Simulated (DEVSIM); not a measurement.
Device: Cr/SiO2/p-Si capacitor, at 250 K.

```csv
layer (left to right),material,thickness (nm),Na (cm⁻³)
1,SiO2,6.70,-
2,Si,6900,6.9e15
```

Metal gate on the left, work function 4.5 eV. Fixed charge at the semiconductor interface -1e10 cm⁻² (in units of +e); no interface traps.

The device is made up for the run: typed textbook-type constants, with dimensions and the other settings drawn at random. Values at 300 K; Nc and Nv go as T^1.5, mobilities as T to minus their exponent, the gap by Varshni's rule with the affinity fixed.

| parameter | SiO2 | Si |
|---|---|---|
| gap (eV) | 9 | 1.124 |
| affinity (eV) | 0.9 | 4.05 |
| permittivity | 3.9 | 11.7 |
| Nc (cm⁻³) | - | 2.86e19 |
| Nv (cm⁻³) | - | 3.1e19 |
| Varshni α (eV/K) | - | 0.000473 |
| Varshni β (K) | - | 636 |

Simulated with DEVSIM: 1D Poisson equation in equilibrium, Boltzmann statistics, complete ionisation; no quantum confinement or tunnelling. Metal contacts follow the ideal Schottky-Mott rule: no Fermi-level pinning, no interface dipoles.

Tabulate band edges, carrier densities and field at 0.1 V on the gate.

Energies count from the Fermi level of the right contact; mesh points crowd at the junctions.

```json
[
 {"x (μm)": "0.000", "Ec (eV)": "3.500", "Ev (eV)": "-5.500", "n (cm⁻³)": "< 1e2", "p (cm⁻³)": "< 1e2", "field (V/cm)": "100000"},
 {"x (μm)": "0.001317", "Ec (eV)": "3.514", "Ev (eV)": "-5.486", "n (cm⁻³)": "< 1e2", "p (cm⁻³)": "< 1e2", "field (V/cm)": "100000"},
 {"x (μm)": "0.003462", "Ec (eV)": "3.536", "Ev (eV)": "-5.464", "n (cm⁻³)": "< 1e2", "p (cm⁻³)": "< 1e2", "field (V/cm)": "100000"},
 {"x (μm)": "0.005588", "Ec (eV)": "3.558", "Ev (eV)": "-5.442", "n (cm⁻³)": "< 1e2", "p (cm⁻³)": "< 1e2", "field (V/cm)": "100000"},
 {"x (μm)": "0.007224", "Ec (eV)": "0.422", "Ev (eV)": "-0.714", "n (cm⁻³)": "6.9e10", "p (cm⁻³)": "93000", "field (V/cm)": "33000"},
 {"x (μm)": "0.009470", "Ec (eV)": "0.429", "Ev (eV)": "-0.707", "n (cm⁻³)": "4.9e10", "p (cm⁻³)": "130000", "field (V/cm)": "33000"},
 {"x (μm)": "0.01440", "Ec (eV)": "0.445", "Ev (eV)": "-0.691", "n (cm⁻³)": "2.3e10", "p (cm⁻³)": "280000", "field (V/cm)": "32000"},
 {"x (μm)": "0.03267", "Ec (eV)": "0.503", "Ev (eV)": "-0.633", "n (cm⁻³)": "1.6e9", "p (cm⁻³)": "4000000", "field (V/cm)": "31000"},
 {"x (μm)": "0.06883", "Ec (eV)": "0.606", "Ev (eV)": "-0.530", "n (cm⁻³)": "1.3e7", "p (cm⁻³)": "4.9e8", "field (V/cm)": "27000"},
 {"x (μm)": "0.1532", "Ec (eV)": "0.793", "Ev (eV)": "-0.343", "n (cm⁻³)": "2200", "p (cm⁻³)": "2.9e12", "field (V/cm)": "18000"},
 {"x (μm)": "0.3386", "Ec (eV)": "0.952", "Ev (eV)": "-0.184", "n (cm⁻³)": "< 1e2", "p (cm⁻³)": "4.6e15", "field (V/cm)": "1800"},
 {"x (μm)": "1.025", "Ec (eV)": "0.961", "Ev (eV)": "-0.175", "n (cm⁻³)": "< 1e2", "p (cm⁻³)": "6.9e15", "field (V/cm)": "≈ 0"},
 {"x (μm)": "2.384", "Ec (eV)": "0.961", "Ev (eV)": "-0.175", "n (cm⁻³)": "< 1e2", "p (cm⁻³)": "6.9e15", "field (V/cm)": "≈ 0"},
 {"x (μm)": "4.761", "Ec (eV)": "0.961", "Ev (eV)": "-0.175", "n (cm⁻³)": "< 1e2", "p (cm⁻³)": "6.9e15", "field (V/cm)": "≈ 0"},
 {"x (μm)": "6.206", "Ec (eV)": "0.961", "Ev (eV)": "-0.175", "n (cm⁻³)": "< 1e2", "p (cm⁻³)": "6.9e15", "field (V/cm)": "≈ 0"},
 {"x (μm)": "6.597", "Ec (eV)": "0.961", "Ev (eV)": "-0.175", "n (cm⁻³)": "< 1e2", "p (cm⁻³)": "6.9e15", "field (V/cm)": "≈ 0"},
 {"x (μm)": "6.774", "Ec (eV)": "0.961", "Ev (eV)": "-0.175", "n (cm⁻³)": "< 1e2", "p (cm⁻³)": "6.9e15", "field (V/cm)": "≈ 0"},
 {"x (μm)": "6.851", "Ec (eV)": "0.961", "Ev (eV)": "-0.175", "n (cm⁻³)": "< 1e2", "p (cm⁻³)": "6.9e15", "field (V/cm)": "≈ 0"},
 {"x (μm)": "6.889", "Ec (eV)": "0.961", "Ev (eV)": "-0.175", "n (cm⁻³)": "< 1e2", "p (cm⁻³)": "6.9e15", "field (V/cm)": "≈ 0"},
 {"x (μm)": "6.900", "Ec (eV)": "0.961", "Ev (eV)": "-0.175", "n (cm⁻³)": "< 1e2", "p (cm⁻³)": "6.9e15", "field (V/cm)": "≈ 0"},
 {"x (μm)": "6.904", "Ec (eV)": "0.961", "Ev (eV)": "-0.175", "n (cm⁻³)": "< 1e2", "p (cm⁻³)": "6.9e15", "field (V/cm)": "≈ 0"},
 {"x (μm)": "6.907", "Ec (eV)": "0.961", "Ev (eV)": "-0.175", "n (cm⁻³)": "< 1e2", "p (cm⁻³)": "6.9e15", "field (V/cm)": "≈ 0"}
]
```
